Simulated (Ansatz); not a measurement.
System: ZrCdO3 (model structure, started from the tetragonal perovskite type, P4mm, No. 99, 5 atoms in the cell). Method: r²SCAN (PAW; Ansatz, a program for electronic structure).

Numerical settings: plane-wave cutoff 560 eV, 14×14×14 k mesh, Fermi–Dirac smearing 0.05 eV, scalar-relativistic PAW data made under PBE.

Cell (relaxed with PBEsol):

```yaml
crystal:
  lattice:
    - [4.08294, 0.00000, 0.00000]
    - [0.00000, 4.08294, 0.00000]
    - [0.00000, 0.00000, 4.24808]
  atoms:
    - { symbol: Zr, position: [0.50000, 0.50000, 0.43543] }
    - { symbol: Cd, position: [0.00000, 0.00000, 0.08045] }
    - { symbol: O, position: [0.50000, 0.50000, 0.89526] }
    - { symbol: O, position: [0.50000, 0.00000, 0.34743] }
    - { symbol: O, position: [0.00000, 0.50000, 0.34743] }
```

Task: Estimate the band gap that the calculation returns.

Result: 
* **band gap**: 0.99 eV (on the SCF k mesh)

Note: the relaxation could raise the start's symmetry but not lower it, so the cell can be a saddle point; cell and atoms aren't relaxed at this level (largest force component 0.14 eV/Å, pressure 1.7 GPa).

Spin–orbit coupling is not included.

Static lattice: no zero-point or thermal effects.

The result took very roughly 2.3 core-minutes.

A model structure was made by putting elements into a prototype or built by hand; it is no filed structure, need not be a known phase, and can be a saddle point held by its symmetry.
